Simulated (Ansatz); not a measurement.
**BN: pressure series**

Take BN in the wurtzite structure (space group P6_3mc, No. 186; a = 2.541 Å, c = 4.203 Å) as the base.

Cell and atoms are relaxed at each pressure.

The values are results of PBEsol (Ansatz, an electronic-structure program; PAW; 420 eV plane waves; without spin-orbit coupling), not measurements.

| change | lattice parameter a | band gap |
|---|---|---|
| base | 2.541 Å | 4.96 eV |
| pressure −2 GPa | 2.545 Å | 4.98 eV |
| pressure −1 GPa | 2.543 Å | 4.97 eV |
| pressure 0.9 GPa | 2.539 Å | 4.96 eV |
| pressure 2.1 GPa | 2.536 Å | 4.95 eV |
| pressure 4.5 GPa | 2.531 Å | 4.94 eV |
| pressure 9 GPa | 2.522 Å | 4.91 eV |
| pressure 15 GPa | 2.510 Å | 4.88 eV |
| pressure 22.5 GPa | 2.496 Å | 4.84 eV |
| pressure 30 GPa | 2.483 Å | 4.80 eV |

Load acts through the strain it causes; cell and atoms are relaxed under it. Whether these cells are dynamically stable was not tested. No other phases were tried under pressure.
